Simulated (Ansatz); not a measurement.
Relaxation of the outer planes of the (210) surface of rock-salt PbTe in its 1x1 cell (cut with top plane Pb + Te, bottom plane Pb + Te), outermost plane spacing 1.47 Å in the ideal cut.

Calculation: PBE (plane waves to 420 eV, PAW; Ansatz, a first-principles code).

Model: 18-atom slab, Pb9Te9, 11.8 Å thick at the start, 5x4x1 mesh, Fermi-Dirac 0.025 eV, dipole correction, all atoms relaxed; held to the part of the start's symmetry that mesh and held atoms allow; no spin, no spin-orbit, no U.

```json
[
 {"plane": "1", "atoms": "Te + Pb", "bulk spacing to the next (Å)": "1.469", "relaxed spacing (Å)": "1.322", "change (%)": "-10.0", "rumpling (Å)": "0.27 (Te outermost)"},
 {"plane": "2", "atoms": "Te + Pb", "bulk spacing to the next (Å)": "1.469", "relaxed spacing (Å)": "1.414", "change (%)": "-3.8", "rumpling (Å)": "0.12 (Te outermost)"}
]
```
